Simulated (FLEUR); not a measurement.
```
Yb(PRu)2
1.0
   -2.03422     2.03422     4.80540
    2.03422    -2.03422     4.80540
    2.03422     2.03422    -4.80540
Yb P Ru
1 2 2
Direct
  0.00000   0.00000   0.00000
  0.36990   0.36990   0.00000
  0.63010   0.63010   0.00000
  0.25000   0.75000   0.50000
  0.75000   0.25000   0.50000
```

Level of theory: PBEsol, all-electron FLAPW (FLEUR), scalar-relativistic valence run with FLEUR.

The set-up and first iterations of a FLEUR log for YbP₂Ru₂ (I4/mmm, 5 atoms in the cell):

```
      Welcome to FLEUR        (www.flapw.de)
      MaX-Release 8.1          (www.max-centre.eu)

 ========== k-point set info ==========
 Selected k-point list: default-1
 k-point list type: mesh
 7 x 7 x 7
 Number of k points: 40

 ------------Calculation Setup---------------------------
           1           2           4           5           8          10          20          40
 Number of basis functions:          620
 Iteration:     1   Distance:     176.05523117 me/bohr^3
 Iteration:     2   Distance:      43.61490755 me/bohr^3
 Iteration:     3   Distance:      35.92053689 me/bohr^3
 Iteration:     4   Distance:       8.62618642 me/bohr^3
 Iteration:     5   Distance:       8.72561656 me/bohr^3
```

### Question
How does the run end?

### Answer
The run converged in 27 iterations. Convergence of the loop says nothing yet on basis, mesh or lower states. It ends on: free energy E − TS -648010.6039 eV; Fermi level (on the code's own zero) 12.36 eV; largest force (vector length) 0.217 eV/Å. The log goes on:

```
   [... 18 lines left out ...]
 Iteration:    24   Distance:       0.00027851 me/bohr^3
 Iteration:    25   Distance:       0.00008337 me/bohr^3
 Iteration:    26   Distance:       0.00002958 me/bohr^3
 Iteration:    27   Distance:       0.00000942 me/bohr^3
 Reset of history
 Run finished successfully
 Stop message:
   Structural relaxation: new displacements generated

[file out, last iteration]
             iter=     28
[...]
          total density-effective poten   -4.0099244126E+04
          total charge density-energy d   -5.9878487982E+02
 Updated energy parameters for spin:           1
[...]
 fermi energy and band-weighting factors:

[...]
FERMIE:
          first approx. to ef    (T=0)  :   0.450723 htr   (energy of the highest occ. eigenvalue)
          number of occ. states  (T=0)  :       1239
          first approx. to seigv (T=0)  :  -4.923546 htr
          sum of weights of occ. states :  31.000000
          sum of semicore charge        :   0.000000 e
FERHIS:  Fermi-Energy by histogram:
          bandgap                     :   0.001419 htr
          charge neutrality (T=0)     :   0.000000    (zero if the highest occ. eigenvalue is "entirely" occupied)
     EF_NEWTON:  Adjust Fermi-Energy by Newton-Method.
   [... lines left out ...]
 Direct bandgap for spin            1 :    1.3709498570167900E-002  Htr
 ---->    free energy=                    -23813.9504548779 htr
   [... lines left out ...]
 ---->    total electron energy=          -23813.9481989844 htr
 ***** TOTAL FORCES ON ATOMS *****
 TOTAL FORCE FOR ATOM TYPE=  1  X=  0.000   Y=  0.000   Z=  0.000
                       FX_TOT= 0.000000 FY_TOT= 0.000000 FZ_TOT= 0.000000
 TOTAL FORCE FOR ATOM TYPE=  2  X=  0.000   Y=  0.000   Z=  6.718
                       FX_TOT= 0.000000 FY_TOT= 0.000000 FZ_TOT= 0.004217
 TOTAL FORCE FOR ATOM TYPE=  3  X=  0.000   Y=  3.844   Z= -4.540
                       FX_TOT= 0.000000 FY_TOT= 0.000000 FZ_TOT= 0.000000
```

For comparison: a first run (DFT, LDA (Vosko-Wilk-Nusair), all-electron FLAPW (FLEUR), scalar-relativistic valence) was changed to give this one (xcFunctional: vwn → PBEs), and from it to this one the largest force goes from 0.027 to 0.217 eV/Å.

The starting cell comes from a database of computed structures (which also holds hypothetical and non-ambient phases and stackings), without a prior relaxation at this level. Spin-orbit coupling is off. Spin polarisation is off, so a magnetic state, if there is one, cannot be reached. The f electrons are in the valence without U or exact exchange, which can misplace them near the Fermi level. Spin-orbit terms, which matter for f shells, are left out. Values depend on the basis (sphere radii, cutoffs, local orbitals), which need not be converged. The log's line on a gap gives a spacing of levels on this mesh, which the program prints for metals too.

FLEUR gives forces in its relaxation mode, with a further iteration, so its stop message speaks of a relaxation.

The run was DFT, PBEsol, all-electron FLAPW (FLEUR), scalar-relativistic valence. Main settings of its input:

Kmax: 4 1/bohr
GmaxXC: 16 1/bohr
xcFunctional: PBEs
jspins: 1
l_soc: F
mode: hist
fermiSmearingEnergy: 0.00367493 Htr
mesh (inpgen div1-3): 7 7 7
inpgen gamma flag: false
Gmax: 16 1/bohr
numbands: 0
maxIterBroyd: 99
